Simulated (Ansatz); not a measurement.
The reference is PbSe in the rock salt structure (space group Fm-3m, No. 225; a = 6.178 Å). Axes: x, y, z lie along the cube axes.

Now apply this change: uniaxial stress, 1 GPa compression along x; all other stress components relax to zero.

All numbers come from r2SCAN in Ansatz (plane waves to 500 eV, PAW, no spin-orbit coupling), earlier PAW set.

Q: Give the band edges at the high-symmetry points of the new zone, measured from its valence-band maximum.

A: 
```csv
point,valence edge (eV),conduction edge (eV)
Γ,-1.89,4.94
X,-3.19,4.13
P,-0.78,2.23
N,0.00,0.65
M,-3.25,4.10
S,-2.42,3.72
S₀,-2.42,3.72
R,-0.85,2.19
G,-0.85,2.19
```

The gap is 0.65 eV, direct at N.

With Pb present, leaving out spin-orbit coupling can change the band edges. Load acts through the strain it causes; cell and atoms are relaxed under it. Stability under load was not tested beyond the relaxation. k-point labels follow each cell's own Brillouin zone.

Ansatz is a first-principles code.
